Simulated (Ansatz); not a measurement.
H2O on the 1x1 (111) surface of fcc Ni, ferromagnetic, one in a 2x2 cell, started at the site 'top Ni'

Computed with PBE (plane waves to 420 eV, PAW; Ansatz, a first-principles code).

Model: 19-atom slab, 6.0 Å thick at the start under the adsorbate (thin: gaps and levels are the slab's own), 7x7x1 mesh, Fermi-Dirac 0.1 eV, dipole correction, 8 atoms held, the rest relaxed; no symmetry held; spin-polarised, no spin-orbit, no U, no dispersion correction. At the end it is bonded to Ni. In PBE it is, or lies within 0.03 eV of, the lowest of the starts that converged.

The adsorption energy against H2O(g) is -0.23 eV. The work function of the top face is 4.04 eV and the change of the work function comes out as -1.04 eV. The change of the step from the bottom to the top vacuum level, against the clean slab comes out as -1.04 eV. The energy released by relaxation is 0.050 eV and the height of the binding atom over the mean of the host atoms within 0.3 Å of the top one is 2.370 Å. The magnetic moment of the cell is 10.50 μB and the nearest host atoms of the binding atom comes out as Ni at 2.28 Å, Ni at 3.35 Å, Ni at 3.40 Å. The largest move of a host atom is 0.10 Å. The cost is very roughly 30 core-minutes.

A negative adsorption energy means that the adsorbate is more stable on the surface than in its reference.
